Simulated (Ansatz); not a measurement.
Ga2O3 (beta-gallia start, 80-atom cell) (held in this type by symmetry, stable or not), space group C2/m.

```
CELL_PARAMETERS angstrom
      0.00000    -6.16522     0.00000
     12.10672     0.00000    -2.95254
     -0.00535     0.00000    11.75362
ATOMIC_POSITIONS crystal
  Ga 0.00000 0.08995 0.39727
  Ga 0.00000 0.08995 0.89727
  Ga 0.50000 0.08995 0.39727
  Ga 0.50000 0.08995 0.89727
  Ga 0.25000 0.58995 0.39727
  Ga 0.25000 0.58995 0.89727
  Ga 0.75000 0.58995 0.39727
  Ga 0.75000 0.58995 0.89727
  Ga 0.00000 0.91005 0.10273
  Ga 0.00000 0.91005 0.60273
  Ga 0.50000 0.91005 0.10273
  Ga 0.50000 0.91005 0.60273
  Ga 0.25000 0.41005 0.10273
  Ga 0.25000 0.41005 0.60273
  Ga 0.75000 0.41005 0.10273
  Ga 0.75000 0.41005 0.60273
  Ga 0.00000 0.65838 0.15708
  Ga 0.00000 0.65838 0.65708
  Ga 0.50000 0.65838 0.15708
  Ga 0.50000 0.65838 0.65708
  Ga 0.25000 0.15838 0.15708
  Ga 0.25000 0.15838 0.65708
  Ga 0.75000 0.15838 0.15708
  Ga 0.75000 0.15838 0.65708
  Ga 0.00000 0.34162 0.34292
  Ga 0.00000 0.34162 0.84292
  Ga 0.50000 0.34162 0.34292
  Ga 0.50000 0.34162 0.84292
  Ga 0.25000 0.84162 0.34292
  Ga 0.25000 0.84162 0.84292
  Ga 0.75000 0.84162 0.34292
  Ga 0.75000 0.84162 0.84292
  O  0.00000 0.16353 0.05463
  O  0.00000 0.16353 0.55463
  O  0.50000 0.16353 0.05463
  O  0.50000 0.16353 0.55463
  O  0.25000 0.66353 0.05463
  O  0.25000 0.66353 0.55463
  O  0.75000 0.66353 0.05463
  O  0.75000 0.66353 0.55463
  O  0.00000 0.83647 0.44537
  O  0.00000 0.83647 0.94537
  O  0.50000 0.83647 0.44537
  O  0.50000 0.83647 0.94537
  O  0.25000 0.33647 0.44537
  O  0.25000 0.33647 0.94537
  O  0.75000 0.33647 0.44537
  O  0.75000 0.33647 0.94537
  O  0.00000 0.17362 0.28212
  O  0.00000 0.17362 0.78212
  O  0.50000 0.17362 0.28212
  O  0.50000 0.17362 0.78212
  O  0.25000 0.67362 0.28212
  O  0.25000 0.67362 0.78212
  O  0.75000 0.67362 0.28212
  O  0.75000 0.67362 0.78212
  O  0.00000 0.82638 0.21788
  O  0.00000 0.82638 0.71788
  O  0.50000 0.82638 0.21788
  O  0.50000 0.82638 0.71788
  O  0.25000 0.32638 0.21788
  O  0.25000 0.32638 0.71788
  O  0.75000 0.32638 0.21788
  O  0.75000 0.32638 0.71788
  O  0.00000 0.49597 0.12826
  O  0.00000 0.49597 0.62826
  O  0.50000 0.49597 0.12826
  O  0.50000 0.49597 0.62826
  O  0.25000 0.99597 0.12826
  O  0.25000 0.99597 0.62826
  O  0.75000 0.99597 0.12826
  O  0.75000 0.99597 0.62826
  O  0.00000 0.50403 0.37174
  O  0.00000 0.50403 0.87174
  O  0.50000 0.50403 0.37174
  O  0.50000 0.50403 0.87174
  O  0.25000 0.00403 0.37174
  O  0.25000 0.00403 0.87174
  O  0.75000 0.00403 0.37174
  O  0.75000 0.00403 0.87174
```

Level of theory: PBE (plane waves to 420 eV, PAW; Ansatz, a program for electronic structure). Spin–orbit coupling is left out; PBE gaps are too small against experiment. Its k-point mesh 4×2×2, Fermi–Dirac width 0.01 eV.

List the levels next to the gap at Γ of this cell's own (folded) zone, from the top of the valence band (the table ends after a fixed count of bands, which can cut a degenerate set).


| band | E − E_v (eV) |
|---|---|
| v4 | -0.099 |
| v3 | -0.099 |
| v2 | -0.021 |
| v1 | -0.010 |
| c1 | 2.012 |
| c2 | 4.189 |
| c3 | 4.361 |
| c4 | 4.415 |
